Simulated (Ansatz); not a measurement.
Worked calculations on one periodic cell of amorphous Si24O49Cu2: Si24O49Cu2, 75 atoms, volume 1123.4 Å³, made by a melt-quench on the CHGNet potential and relaxed with DFT. O atoms were pushed apart under 1.9 Å during the dynamics, to hinder bonds among them. It is a model cell: composition and starting density were chosen by hand, and all elements were melted together. Cycles of charging were run to anneal it. Calculation: PBE, scalar-relativistic without spin-orbit coupling (plane waves to 420 eV, PAW; Ansatz, a quantum-chemistry and plane-wave program). Sampling: a 2×2×2 Γ-centred mesh; Fermi-Dirac width 0.02 eV; no spin polarisation. Its volume was held where the quench left it, its shape was free, and it stands at a mean pressure of 2.3 GPa with stress components up to 2.3 GPa; the relaxation ran on the zone centre alone. Its density went from a set 2.34 to 2.34 g/cm³. The cell is small and was quenched far faster than a real film, so it is one sample of the glass.

Four energies for an added electron at PBE on the zone centre alone (charged cells in a uniform background, spin-polarised): neutral at the neutral geometry -56383.903 eV; charged at the neutral geometry -56377.594 eV; charged and relaxed -56377.628 eV; neutral at the charged geometry -56383.862 eV.

Problem. Find the two relaxation energies and their sum, the reorganisation energy.

Solution. On charging: -56377.594 − (-56377.628) = 0.034 eV. On discharging: -56383.862 − (-56383.903) = 0.041 eV. The sum is 0.075 eV. The carrier's level spreads over 54 of the 75 atoms' worth, more than a fifth of the atoms or a third of the atoms of its main element (six at least), and the sum is small, so it counts as a band carrier, whose relaxation energy shrinks as the cell grows. PBE's self-interaction favours spread-out carriers, so a hybrid can localise more.

Four energies for a hole at PBE on the zone centre alone (charged cells in a uniform background, spin-polarised): neutral at the neutral geometry -56383.903 eV; charged at the neutral geometry -56387.218 eV; charged and relaxed -56387.504 eV; neutral at the charged geometry -56383.616 eV.

Problem. Find the two relaxation energies and their sum, the reorganisation energy.

Solution. On charging: -56387.218 − (-56387.504) = 0.286 eV. On discharging: -56383.616 − (-56383.903) = 0.287 eV. The sum is 0.573 eV. The carrier's level spreads over 4 of the 75 atoms' worth, so it counts as localised, most on one Cu atom with neighbours O 1.84 Å, O 1.88 Å, Cu 2.52 Å (neutral geometry). The values are uncorrected: the image energy of a point charge in this cell, 2.84 × 14.40 / (2 × 10.4) = 2.0 eV before screening, is screened by electrons alone at the fixed geometry and by ions too after relaxing, and the carrier can be spread before it relaxes, so each term can be off by up to that value times 1/ε∞, some tenths of an eV. PBE's self-interaction favours spread-out carriers, so a hybrid can localise more.
